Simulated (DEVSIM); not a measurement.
Structure: abrupt CdTe n-p junction, at 250 K.

| layer (left to right) | material | thickness (μm) | Nd (cm⁻³) | Na (cm⁻³) | τn (s) | τp (s) |
|---|---|---|---|---|---|---|
| 1 | CdTe | 0.690 | 8.6e15 | - | 9.2e-9 | 9.2e-9 |
| 2 | CdTe | 0.310 | - | 7.8e17 | 9.2e-9 | 9.2e-9 |

Left contact: ohmic. Right contact: ohmic. Voltage is applied to the left contact. Recombination: SRH at mid-gap, Auger. Mobility is constant in doping.

Constants are typed, rounded textbook-type inputs, not results; the design itself was drawn at random and stands for no fabricated device. Values at 300 K; Nc and Nv go as T^1.5, mobilities as T to minus their exponent, the gap by Varshni's rule with the affinity fixed.

| parameter | CdTe |
|---|---|
| gap (eV) | 1.5 |
| affinity (eV) | 4.28 |
| permittivity | 10.2 |
| Nc (cm⁻³) | 8e17 |
| Nv (cm⁻³) | 1.8e19 |
| μn (cm²/Vs) | 1000 |
| μp (cm²/Vs) | 80 |
| T exponent of μn | 1.7 |
| T exponent of μp | 1.5 |
| Cn (cm⁶/s) | 1e-30 |
| Cp (cm⁶/s) | 1e-30 |
| Varshni α (eV/K) | 0.00031 |
| Varshni β (K) | 108 |

Model (solved in DEVSIM): 1D drift-diffusion, Boltzmann statistics, complete ionisation; no tunnelling, impact ionisation, image-force lowering or self-heating.

The doping Na of layer 2 was swept, all else fixed.

```json
[
 {"doping Na of layer 2 (cm^-3)": "2.3e16", "dark forward voltage at 100 A/cm² (V)": "1.231", "potential step across the device at zero bias (V)": "1.285", "largest field in the device at zero bias (V/cm)": "53000", "dark forward voltage at 1 A/cm² (V)": "1.125"},
 {"doping Na of layer 2 (cm^-3)": "7.8e16", "dark forward voltage at 100 A/cm² (V)": "1.253", "potential step across the device at zero bias (V)": "1.311", "largest field in the device at zero bias (V/cm)": "59000", "dark forward voltage at 1 A/cm² (V)": "1.148"},
 {"doping Na of layer 2 (cm^-3)": "2.3e17", "dark forward voltage at 100 A/cm² (V)": "1.269", "potential step across the device at zero bias (V)": "1.334", "largest field in the device at zero bias (V/cm)": "62000", "dark forward voltage at 1 A/cm² (V)": "1.162"},
 {"doping Na of layer 2 (cm^-3)": "7.8e17", "dark forward voltage at 100 A/cm² (V)": "…", "potential step across the device at zero bias (V)": "1.361", "largest field in the device at zero bias (V/cm)": "…", "dark forward voltage at 1 A/cm² (V)": "1.170"},
 {"doping Na of layer 2 (cm^-3)": "2.3e18", "dark forward voltage at 100 A/cm² (V)": "1.288", "potential step across the device at zero bias (V)": "1.384", "largest field in the device at zero bias (V/cm)": "97000", "dark forward voltage at 1 A/cm² (V)": "1.173"}
]
```

Problem. What belongs in the gaps?

Solution. 
- 7.8e17, dark forward voltage at 100 A/cm² (V): 1.282
- 7.8e17, largest field in the device at zero bias (V/cm): 72000
